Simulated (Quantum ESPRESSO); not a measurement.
**A series of runs on NaHF2 (R-3m, 4 atoms in the cell)**

Space group R-3m, hexagonal axes (No. 166); a = b = 3.474 Å, c = 13.750 Å, α = β = 90.00°, γ = 120.00°

```csv
atom,site,symmetry,x,y,z
H,3b,-3m,0.0000,0.0000,0.5000
F,6c,3m,0.0000,0.0000,0.4176
Na,3a,-3m,0.0000,0.0000,0.0000
```
(The calculation used a cell of 4 atoms; values per cell refer to that cell.)

Base run A: LDA (PW92), PseudoDojo standard norm-conserving (LDA) pseudopotentials in Quantum ESPRESSO 7.5, self-consistent single point.

Its settings: ecutwfc = 90 Ry; occupations = smearing; smearing = gauss; degauss = 0.0073499 Ry; potentials = {H: H.upf, F: F.upf, Na: Na.upf}; K_POINTS = automatic 6 6 6 0 0 0; conv_thr = 1e-08 Ry; mixing_beta = 0.5.

The starting cell comes from a database of published, mostly measured structures (it also holds non-ambient and calculated ones), without a prior relaxation at this level.

Run A gave: pressure (GPa) -2.56; largest force (eV/Å) 0.302; gap on the mesh (eV) 6.627.

Runs:
- B: input_dft: default → blyp; potentials: PseudoDojo standard norm-conserving (PBE) [BLYP]
- C: input_dft: default → wc; potentials: PseudoDojo standard norm-conserving (PBE) [Wu-Cohen GGA]
- D: input_dft: default → vdw-df2; potentials: PseudoDojo standard norm-conserving (PBE) [vdW-DF2]
- E: input_dft: default → vdw-df-cx; potentials: PseudoDojo standard norm-conserving (PBE) [vdW-DF-cx]
- F: input_dft: default → rvv10; potentials: PseudoDojo standard norm-conserving (PBE) [rVV10]

Task: What does run B change against A?

Result: The pressure goes from -2.56 to 2.51 GPa, the largest force goes from 0.302 to 0.387 eV/Å and the gap on the mesh goes from 6.627 to 6.947 eV.

Task: What does run F change against A?

Result: The pressure goes from -2.56 to 0.48 GPa, the largest force goes from 0.302 to 0.447 eV/Å and the gap on the mesh goes from 6.627 to 6.613 eV.

| run | pressure (GPa) | largest force (eV/Å) | gap on the mesh (eV) |
|---|---|---|---|
| A | -2.56 | 0.302 | 6.627 |
| B | 2.51 | 0.387 | 6.947 |
| C | 0.83 | 0.193 | 7.090 |
| D | 1.77 | 0.550 | 6.651 |
| E | 1.71 | 0.208 | 7.267 |
| F | 0.48 | 0.447 | 6.613 |

Left out of this page: 3 runs of the series held back from this collection.
